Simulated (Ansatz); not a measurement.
Consider Tl in the hcp (Mg type) structure (space group P6_3/mmc, No. 194; relaxed with 0.1 eV smearing).

```yaml
crystal:
  lattice:
    - [3.47606, 0.00000, 0.00000]
    - [-1.73803, 3.01036, 0.00000]
    - [0.00000, 0.00000, 5.47151]
  atoms:
    - { symbol: Tl, position: [0.66667, 0.33333, 0.75000] }
    - { symbol: Tl, position: [0.33333, 0.66667, 0.25000] }
```

Cartesian axes are those of the cell as printed.

All numbers come from PBEsol (Ansatz, a quantum-chemistry and plane-wave program), no spin-orbit coupling.

Base values:

```
Quantity                         Value
-----------------------------  -------
Pressure                       0.0 GPa
Shortest interatomic distance  3.393 Å
```

One thing is altered: uniaxial strain ε_xx = +2.00 %, all other strain components held at zero; the atoms relax in the strained cell.

What does the calculation give for the pressure, energy relative to the base, largest internal atomic displacement and shortest interatomic distance after the change?

The pressure (mean of the normal stresses, compression positive) goes from zero to -0.6 GPa; the energy rises by 1.3 meV/atom; the largest internal atomic displacement comes out as 0.021 Å; the shortest interatomic distance increases by 0.006 Å to 3.399 Å.

Stability against distortions was not tested.
